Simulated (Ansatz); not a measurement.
Here is the system:

```
CELL_PARAMETERS angstrom
      4.06486     0.00000     0.00000
      0.00000     4.06486     0.00000
      0.00000     0.00000     4.51434
ATOMIC_POSITIONS crystal
  Pb 0.50000 0.00000 0.74754
  Pb 0.00000 0.50000 0.25246
  O  0.50000 0.50000 0.00000
  O  0.00000 0.00000 0.00000
```

No spin polarisation.

Calculations: Ansatz (a quantum-chemistry and plane-wave program) PBEsol-D3(BJ), no spin-orbit coupling. Settings: 8×8×7 k-points, 0.05 eV Fermi–Dirac smearing.

**Question.** Predict the in-plane stress, band gap, width of the top valence band and smallest direct gap.

**Answer.** Mean in-plane stress (compression positive): -2.5 GPa
Band gap: 1.09 eV
Width of the top valence band: 1.38 eV
Smallest direct gap: 2.03 eV

Spin-orbit coupling, missing from the scalar runs, can matter with Pb. The cells carry an imposed strain or load. No phonon test of stability was made. The cell was made from PbO (space group P4/nmm, No. 129) by this change: biaxial strain +2.40 %, plane normal [001], relaxed out of plane.
